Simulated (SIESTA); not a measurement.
Input and output of a self-consistent single point for Li2MoO3 (P1, 12 atoms in the cell) (SIESTA).

Method: SIESTA 5.4.2 with GGA PBEsol+U, numerical atomic orbitals TZP, PseudoDojo PBEsol standard norm-conserving potentials (rewritten from UPF to PSML).

```xyz
12
Lattice="4.9312 0.0000 0.0000 2.2517 4.3925 0.0000 1.6803 -0.0606 4.9330" Properties=species:S:1:pos:R:3 pbc="T T T"
Li     7.7180     3.4558     4.8857
Li     1.1369     0.8432     0.0429
Li     3.5973     2.2256    -0.0151
Li     1.9701     2.1835     2.4389
Mo     4.5085     3.7102     2.4617
Mo     4.3746     0.5893     2.4706
O      6.1602     0.5818     3.6137
O      2.6811     3.7527     1.3413
O      3.7059     2.1303     3.5835
O      5.1643     2.2189     1.3568
O      2.8164     0.7674     1.1381
O      6.0404     3.5629     3.8134
```

Reference input (self-consistent single point, DFT, GGA PBEsol, numerical atomic orbitals TZP, PseudoDojo PBEsol standard norm-conserving potentials (rewritten from UPF to PSML)): XC.functional = GGA; XC.authors = PBEsol; potentials = PseudoDojo PBEsol standard; PAO.BasisSize = TZP; PAO.EnergyShift = 0.01 Ry; MeshCutoff = 350 Ry; kgrid.MonkhorstPack = 5 5 4; OccupationFunction = FD; ElectronicTemperature = 10 K; PAO.Polarization.NonPerturbative = true; MaxSCFIterations = 150; SCF.Mixer.Method = Pulay. This run's input differs from it in these lines:

```diff
@@ -46,2 +46,11 @@
 ElectronicTemperature        10 K
+DFTU.ProjectorGenerationMethod 2
+DFTU.CutoffNorm              0.9
+DFTU.FirstIteration          true
+%block DFTU.proj
+  Mo 1
+  n=4 2
+  1.00 0.00
+  0.00 0.00
+%endblock DFTU.proj
```

Output, abridged:

```
        iscf     Eharris(eV)        E_KS(eV)     FreeEng(eV)     dDmax    Ef(eV) dHmax(eV)
   scf:    1    -7142.811238    -7259.777058    -7259.777058  1.032448 -2.895683 24.078881
   scf:    2    -7316.170240    -7293.532573    -7293.532573  0.198374 -5.332292 10.036500
   scf:    3    -7295.843802    -7298.959549    -7298.959549  0.177681 -6.385365  2.140486
   scf:    4    -7291.340455    -7297.417061    -7297.417061  0.143463 -5.883622  5.584740
   scf:    5    -7300.863012    -7299.593377    -7299.593377  0.062769 -6.260233  1.786889
   scf:    6    -7299.833195    -7299.857454    -7299.857454  0.035064 -6.427244  0.344518
   [... lines left out ...]
hubbard_term: recalculating local occupations   11
hubbard_term: maximum change in local occup.    0.000483
   scf:   18    -7299.852431    -7299.852431    -7299.852431  0.000016 -6.451475  0.000324
hubbard_term: recalculating local occupations   12
hubbard_term: maximum change in local occup.    0.000484
   scf:   19    -7299.852426    -7299.852426    -7299.852426  0.000016 -6.451348  0.000199
hubbard_term: recalculating local occupations   13
hubbard_term: maximum change in local occup.    0.000483
   scf:   20    -7299.852427    -7299.852427    -7299.852427  0.000008 -6.451308  0.000038
SCF Convergence by DM+H criterion
max |DM_out - DM_in|         :     0.0000081938
max |H_out - H_in|      (eV) :     0.0000380334
DFT+U population converged by dTol_pop criteria:
max |pop(DFT+U)_i - pop(DFT+U)_j|:     0.0004826401
SCF cycle converged after 20 iterations

Using DM_out to compute the final energy and forces
hubbard_term: recalculating local occupations   14
hubbard_term: maximum change in local occup.    0.000483
hubbard_term: recalculating Hamiltonian and forces

siesta: E_KS(eV) =            -7299.8529

siesta: E_KS - E_eggbox =     -7299.8529

siesta: Atomic forces (eV/Ang):
     1   -0.075745    0.194255   -0.041925
     2    0.131940   -0.082621   -0.043690
     3   -0.061882   -0.201967    0.057959
     4    0.030095   -0.178349    0.108467
     5    0.960667    1.629943    0.118011
   [... lines left out ...]
siesta: FreeEng =     -7299.852932
   [... lines left out ...]
siesta:     0.015607    0.012277    0.009396
siesta:     0.012270    0.000910   -0.016678
siesta:     0.009404   -0.016671    0.004714

siesta: Cell volume =        106.850376 Ang**3

siesta: Pressure (static):
siesta:                Solid            Molecule  Units
siesta:          -0.00007708         -0.00014745  Ry/Bohr**3
siesta:          -0.00707681         -0.01353840  eV/Ang**3
siesta:         -11.33829990        -21.69091260  kBar
```

The run converged in 20 iterations. Against the reference run the pressure stays near -1.13 GPa while the xx stress (positive for compression) goes from -2.09 to -2.50 GPa, the largest force goes from 1.698 to 1.896 eV/Å and the gap on the mesh goes from 0.006 to 0.083 eV.

The starting cell comes from a database of computed structures (which also holds hypothetical and non-ambient phases and stackings), without a prior relaxation at this level. Its atoms were displaced at random from the sites of space group no. 2. Spin polarisation is off. The U value is a test value, and with U on an open shell several self-consistent states can exist. Values carry the incompleteness of an atom-centred basis. Forces in this geometry exceed 1 eV/Å.

Cost on one core of a shared machine: roughly 4 min.
